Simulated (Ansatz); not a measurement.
The parent structure is PbSe in the rock salt structure (space group Fm-3m, No. 225; a = 6.1780 Å). Axes: x, y, z lie along the cube axes.

Computed with Ansatz (a first-principles code) r2SCAN, no spin-orbit coupling.

A first run, uniaxial strain ε_zz = +1.87 %, gives secant values C11 ≈ 110 GPa and C12 ≈ 13 GPa from its stress. A second run applies biaxial strain −2.44 %, plane normal [001], relaxed out of plane.

Q: What does linear elasticity predict for −ε⊥/ε∥ in the second run, and what does the run give?

A: Linear elasticity: 2 C12/C11 = 0.24. The run gives 0.21; any difference comes from nonlinear terms at these strains and numerical noise.

Whether these cells are dynamically stable was not tested.
